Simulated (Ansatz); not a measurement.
The parent structure is PtTe$_{2}$ (space group P-3m1, No. 164; a = 4.009 Å, c = 4.960 Å; layered; relaxed with 0.1 eV smearing). Axes: x lies along a and z along c of the hexagonal cell.

Method: Kohn–Sham DFT with the PBEsol-D3(BJ) functional, run in Ansatz (an electronic-structure program) with PAW and 420 eV plane waves, no spin-orbit coupling.

One thing is altered: the cell is stretched by 2.50 % along z with no lateral relaxation; the atoms relax in the strained cell.

Task: What happens to the energy relative to the base, stress and largest internal atomic displacement?

Result: The energy increases by 4.1 meV/atom; the stress (xx, yy, zz, yz, xz, xy; compression positive) amounts to (-1.3, -1.3, -2.2, 0.0, 0.0, 0.0) GPa; the largest internal atomic displacement comes out as 0.018 Å.

No phonon test of stability was made. All final runs are without spin polarisation.
